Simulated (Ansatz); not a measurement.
The starting structures come from a database of crystals and need not be the phases stable at ambient conditions.

By PBEsol, the system below comes out a metal.

A figure of merit of an interconnect metal is its ballistic conductance per area.

Input:

```yaml
crystal:
  lattice:
    - [3.24347, 0.00000, 0.00000]
    - [0.00000, 4.58696, 0.00000]
    - [0.00000, 2.29348, 2.29348]
  atoms:
    - { symbol: Hf, position: [0.00000, 0.00000, 0.00000] }
    - { symbol: Os, position: [0.50000, 0.50000, 0.00000] }
```

Space group of this cell: Pm-3m, CsCl type. The cell is taken as given; by PBEsol its mean pressure is -4.1 GPa.

The current flows along the normal of the first two printed cell vectors, the (110) plane of the conventional cell. No spin-orbit coupling; the value is a mean over 0.1 eV about the Fermi level.

State the ballistic conductance per area according to PBEsol (Ansatz, a quantum-chemistry and plane-wave program).

0.32 × 10¹⁵ S/m² for both spins.
